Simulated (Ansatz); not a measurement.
# Yb (P6₃/mmc, No. 194, 2 atoms in the cell; start mp-141; another form than the element's usual one)

All values below come from PBEsol (plane waves, PAW; Ansatz, a quantum-chemistry and plane-wave program).

Numerical settings: plane-wave cutoff 520 eV, 18×18×10 k mesh (along the axes of the cell as run), Fermi–Dirac smearing 0.05 eV, no spin polarisation, scalar-relativistic PAW data made under PBE.

Cell (relaxed at this level):

```cif
data_Yb2
_chemical_formula_sum 'Yb2'
_space_group_name_H-M_alt 'P63/mmc'
_space_group_IT_number 194
_space_group_name_Hall '-P 6c 2c'
_cell_length_a 3.56404
_cell_length_b 3.56404
_cell_length_c 5.86558
_cell_angle_alpha 90.000
_cell_angle_beta 90.000
_cell_angle_gamma 120.000
loop_
_atom_site_label
_atom_site_type_symbol
_atom_site_symmetry_multiplicity
_atom_site_Wyckoff_symbol
_atom_site_fract_x
_atom_site_fract_y
_atom_site_fract_z
_atom_site_occupancy
Yb1 Yb 2 c 0.33333 0.66667 0.25000 1
```

For Yb (P6₃/mmc, No. 194, 2 atoms in the cell; start mp-141; another form than the element's usual one), the bulk modulus B0 comes out as 20.6 GPa.

Note: the run has no spin polarisation, so it can have missed a magnetic state; the bulk modulus is −V dP/dV from two relaxed cells at ±2 % in volume; the relaxation could not lower the start's symmetry, so the cell can be a saddle point above a distorted one; the 4f shell is treated without U or exact exchange, so its levels and filling can be wrong.

Spin–orbit coupling is not included.

The computed numbers hold no vibrational or temperature effects.

A start named mp-… is a Materials Project structure, which need not be a measured phase.
